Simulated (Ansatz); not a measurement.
**A constructed model of the (111) surface of fcc Pt, (√3x√3)R30° layer of F, one a cell, on the site that continues the host's stacking (bottom of the slab: a bare face, its two planes held)**

The numbers are results of PBE (plane waves to 420 eV, PAW; Ansatz, an electronic-structure program), not measurements.

Set-up: 19 atoms, 12.7 Å thick at the start; mesh 9x9x1; 0.1 eV smearing; dipole correction on; 6 atoms held, the rest relaxed; start symmetry kept, larger cells not searched; no spin, no spin-orbit, no U. It is one candidate, not shown to be the stable structure of the face.

```yaml
work_function_of_the_top_face: 6.66 eV
energy_released_by_relaxation: 1.00 eV
cost: very roughly 12 core-minutes
```
